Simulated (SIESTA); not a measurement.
SIESTA run on LiCuS₂ (P1, 8 atoms in the cell): self-consistent single point.

Computed with GGA PBEsol, numerical atomic orbitals DZP, PseudoDojo PBEsol standard norm-conserving potentials (rewritten from UPF to PSML) in SIESTA.

The change in words: atoms moved at random. Reference geometry:
```
CELL_PARAMETERS angstrom
      5.96554     0.00000     0.00000
      0.00000     6.65461     0.00000
      0.00000     0.00000     3.37499
ATOMIC_POSITIONS crystal
  Li 0.00000 0.50000 0.50000
  Li 0.50000 0.00000 0.00000
  Cu 0.00000 0.00000 0.00000
  Cu 0.50000 0.50000 0.50000
  S  0.18406 0.85406 0.50000
  S  0.81594 0.14594 0.50000
  S  0.68406 0.64594 0.00000
  S  0.31594 0.35406 0.00000
```

Reference input (self-consistent single point, DFT, GGA PBEsol, numerical atomic orbitals DZP, PseudoDojo PBEsol standard norm-conserving potentials (rewritten from UPF to PSML)): XC.functional = GGA; XC.authors = PBEsol; potentials = PseudoDojo PBEsol standard; PAO.BasisSize = DZP; PAO.EnergyShift = 0.01 Ry; MeshCutoff = 300 Ry; kgrid.MonkhorstPack = 3 3 5; OccupationFunction = FD; ElectronicTemperature = 10 K; PAO.Polarization.NonPerturbative = true; MaxSCFIterations = 150; SCF.Mixer.Method = Pulay. This run's input differs from it in these lines:

```diff
@@ -19,10 +19,10 @@
 %block AtomicCoordinatesAndAtomicSpecies
-     0.000000000    6.287695183    3.188903387  1
-     5.636618393    0.000000000    0.000000000  1
-     0.000000000    0.000000000    0.000000000  2
-     5.636618393    6.287695183    3.188903387  2
-     2.074951963   10.740137896    3.188903387  3
-     9.198284823    1.835252470    3.188903387  3
-     7.711570355    8.122947653    0.000000000  3
-     3.561666430    4.452442713    0.000000000  3
+     0.030043176    6.327068730    3.253127901  1
+     5.667473242    0.064096765    0.017207323  1
+    -0.078089711   -0.132431436   -0.065965655  2
+     5.662682116    6.453061566    3.178373628  2
+     2.036893515   10.711893569    3.247636609  3
+     9.200573290    1.874600866    3.184445300  3
+     7.745694443    8.092364304   -0.062687463  3
+     3.554440285    4.335491583    0.003469527  3
 %endblock AtomicCoordinatesAndAtomicSpecies
```

Output (repeated stretches shortened):

```
        iscf     Eharris(eV)        E_KS(eV)     FreeEng(eV)     dDmax    Ef(eV) dHmax(eV)
   scf:    1   -10086.996346   -11309.205237   -11309.205347  1.155857  0.854114122.389466
   scf:    2   -11988.545560   -11898.852682   -11898.852682  0.934275 -4.680944  3.463393
   scf:    3   -11899.235677   -11899.070166   -11899.070166  0.026246 -4.770309  1.734454
   scf:    4   -11899.254817   -11899.177672   -11899.177672  0.024838 -4.728273  0.656329
   scf:    5   -11899.278639   -11899.236495   -11899.236495  0.025499 -4.868341  0.316457
   [... 7 lines left out ...]
   scf:   13   -11899.251439   -11899.251438   -11899.251438  0.000065 -4.928174  0.004371
   scf:   14   -11899.251439   -11899.251439   -11899.251439  0.000045 -4.928525  0.003439
   scf:   15   -11899.251439   -11899.251439   -11899.251439  0.000179 -4.929269  0.000396
   scf:   16   -11899.251439   -11899.251439   -11899.251439  0.000027 -4.929356  0.000110
SCF Convergence by DM+H criterion
max |DM_out - DM_in|         :     0.0000265587
max |H_out - H_in|      (eV) :     0.0001104104
SCF cycle converged after 16 iterations

Using DM_out to compute the final energy and forces

siesta: E_KS(eV) =           -11899.2514

siesta: E_KS - E_eggbox =    -11899.2514

siesta: Atomic forces (eV/Ang):
     1    0.040440   -0.128108   -0.020157
     2    0.009017   -0.071818   -0.008313
     3   -0.189175    0.351696    0.760780
     4   -0.780365   -0.957432   -0.215222
     5    0.243985   -0.279879   -0.576196
     6    0.019653   -0.137916   -0.219500
     7    0.313073    0.555029    0.310421
     8    0.342054    0.670319   -0.031327
   Tot   -0.001319    0.001889    0.000485
   Max    0.957432
   Res    0.405236    sqrt( Sum f_i^2 / 3N )
   Max    0.957432    constrained

   [... lines left out ...]
siesta: FreeEng =    -11899.251439
   [... lines left out ...]
siesta:     0.019948    0.002171    0.000396
siesta:     0.002171    0.022391   -0.003799
siesta:     0.000396   -0.003799    0.010348

siesta: Cell volume =        133.981508 Ang**3

siesta: Pressure (static):
siesta:                Solid            Molecule  Units
siesta:          -0.00019128         -0.00010057  Ry/Bohr**3
siesta:          -0.01756224         -0.00923351  eV/Ang**3
siesta:         -28.13781777        -14.79371977  kBar
```

The run converged in 16 iterations. Against the reference run the free energy rises by 13.2 meV/atom, the pressure goes from -2.54 to -2.81 GPa, the largest force goes from 0.133 to 1.254 eV/Å and the gap on the mesh goes from 0.503 to 0.333 eV.

The starting cell comes from a database of computed structures (which also holds hypothetical and non-ambient phases and stackings), without a prior relaxation at this level. For this run, on top of that: atoms moved at random. Values carry the incompleteness of an atom-centred basis. Forces in this geometry exceed 1 eV/Å.
